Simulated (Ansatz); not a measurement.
We consider CsCl-type CuZn, described by r²SCAN in Ansatz (plane waves, PAW).

A relaxed, unreconstructed slab of the (110) face has 12 atoms, two equal faces of 12.054 Å² each and an energy of -59740.6987 eV. A bulk cell of 4 atoms with the same orientation and in-plane k mesh has -19914.2511 eV. Energies are extrapolated to zero smearing.

Run with plane-wave cutoff 500 eV, 18×14×1 k mesh (along the axes of the cell as run), Fermi–Dirac smearing 0.1 eV, scalar-relativistic PAW data made under PBE.

Worked out: γ = (E_slab − N E_bulk per atom)/2A = [-59740.6987 − 12 × (-19914.2511/4)]/(2 × 12.054) = 0.0852 eV/Å². With 16.022 J/m² per eV/Å² this is 1.37 J/m², or 1.03 eV per surface cell and face.

Ansatz is an electronic-structure program.
